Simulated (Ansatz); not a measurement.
## Sc3InC (Pm-3m, No. 221, 5 atoms in the cell; start mp-8578)

Computed with PBEsol (PAW; Ansatz, a quantum-chemistry and plane-wave program).

Run with plane-wave cutoff 520 eV, 12×12×12 k mesh, Fermi–Dirac smearing 0.05 eV, scalar-relativistic PAW data made under PBE.

Cell (relaxed at this level):

```cif
data_CInSc3
_chemical_formula_sum 'Sc3 In1 C1'
_space_group_name_H-M_alt 'P 1'
_space_group_IT_number 1
_cell_length_a 4.50227
_cell_length_b 4.50227
_cell_length_c 4.50227
_cell_angle_alpha 90.000
_cell_angle_beta 90.000
_cell_angle_gamma 90.000
loop_
_space_group_symop_operation_xyz
  'x, y, z'
loop_
_atom_site_label
_atom_site_type_symbol
_atom_site_fract_x
_atom_site_fract_y
_atom_site_fract_z
_atom_site_occupancy
Sc1 Sc 0.50000 0.00000 0.50000 1
Sc2 Sc 0.00000 0.50000 0.50000 1
Sc3 Sc 0.50000 0.50000 0.00000 1
In1 In 0.00000 0.00000 0.00000 1
C1 C 0.50000 0.50000 0.50000 1
```

```json
{
 "band_gap": "none",
 "bulk_modulus": "105 GPa"
}
```

Note: the relaxation could not lower the start's symmetry, so the cell can be a saddle point above a distorted one; the bulk modulus is −V dP/dV from two relaxed cells at ±2 % in volume.

Spin–orbit coupling is not included; it can open a gap where bands touch, and shift volumes and moduli.

It cost roughly 80 core-seconds of CPU time.

A start named mp-… is a Materials Project structure, which need not be a measured phase.
